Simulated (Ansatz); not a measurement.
A self-consistent single point of Ba (Im-3m, 1 atom in the cell) with Ansatz (a program for electronic structure).

Computed with PBEsol, default PAW files made with PBE (plane waves; Ansatz).

```
Ba
1.0
   -2.55995     2.55995     2.55995
    2.55995    -2.55995     2.55995
    2.55995     2.55995    -2.55995
Ba
1
Direct
  0.00000   0.00000   0.00000
```

Reference input (self-consistent single point, DFT, PBE, plane waves, default PAW files): basis.ecutwfc = 420 eV; kpoints.mp_grid.grid = 12 12 12; hamiltonian.xc = pbe; hamiltonian.pseudopotentials = {kind: paw} (the program's default PAW files); scf.occupations.method = fermi_dirac; scf.occupations.width = 0.05 eV. This run's input differs from it in these lines:

Ansatz 0.2 input:
```diff
@@ -12,3 +12,3 @@
 hamiltonian:
-  xc: pbe
+  xc: pbesol
   pseudopotentials: { kind: paw }
```

Log, with long lists cut:

```
SCF iter   1: F=—  HF=-5862.581341 eV  |F-HF|=—  |Δ(HF+E_count)|=         —  Δρ=1.52e-3  dr2=1.31e-3  ethr=1.77e-3  ⟨swp⟩=8.0  Hψ=6533  notcnv=0
all-band conjugate gradients solve this SCF's bands
preconditioner: auto → Kerker (q_TF=auto, 1.987 Å⁻¹)
SCF iter   2: F=—  HF=-5862.581636 eV  |F-HF|=—  |Δ(HF+E_count)|=   2.96e-4  Δρ=9.23e-4  dr2=5.45e-4  ethr=1.31e-5  ⟨swp⟩=2.5  Hψ=1488  notcnv=0
SCF iter   3: F=—  HF=-5862.581672 eV  |F-HF|=—  |Δ(HF+E_count)|=   3.57e-5  Δρ=1.37e-4  dr2=1.90e-5  ethr=5.45e-6  ⟨swp⟩=1.9  Hψ=723  notcnv=0
SCF iter   4: F=—  HF=-5862.581676 eV  |F-HF|=—  |Δ(HF+E_count)|=   3.74e-6  Δρ=3.72e-5  dr2=6.02e-7  ethr=1.90e-7  ⟨swp⟩=2.2  Hψ=945  notcnv=0
iter 5 did not close the SCF: its close was put off for the readings that it lacked (scf_convergence_deferred on its scf_iter line)
SCF iter   5: F=-5862.581676 eV  HF=-5862.581676 eV  |F-HF|=3.20e-8  |Δ(HF+E_count)|=   5.24e-7  Δρ=7.51e-6  dr2=3.98e-8  ethr=6.02e-9  ⟨swp⟩=2.8  Hψ=989  notcnv=0
SCF iter   6: F=-5862.581676 eV  HF=-5862.581676 eV  |F-HF|=6.03e-10  |Δ(HF+E_count)|=   3.45e-8  Δρ=1.43e-6  dr2=1.74e-9  ethr=3.98e-10  ⟨swp⟩=3.0  Hψ=2450  notcnv=0
SCF 1 converged in 6 iterations: F = -5862.581676 eV  dr2 = 1.74e-9
Free energy (F): -5862.581676 eV
Internal energy: -5862.571169 eV  (E = F + TS)
E sigma→0 (E₀):  -5862.576423 eV
Entropy (-TS):   -0.010508 eV (-10.508 meV/atom)
Fermi energy:    5.266696 eV
--- Forces (eV/Å), atoms counted from 1 ---
  atom   1  Ba     0.00000000    -0.00000000     0.00000000
--- Stress (GPa, compression-positive) ---
       -1.072269      -0.000000      -0.000000
        0.000000      -1.072269      -0.000000
        0.000000       0.000000      -1.072269
  P = ⅓ Tr σ = -1.0723 GPa (-10.723 kbar)
  The stress holds the Pulay correction. Without it, at fixed plane waves, as pw.x and ABINIT print it: P = -1.0731 GPa
```

The run converged in 6 iterations. Against the reference run the pressure goes from -0.46 to -1.07 GPa.

The starting cell has typed, rounded lattice constants, without a prior relaxation at this level. Its lattice was rescaled by a random factor within 2.5 % of one. Ansatz's pressure includes its estimate of the finite-basis (Pulay) stress.
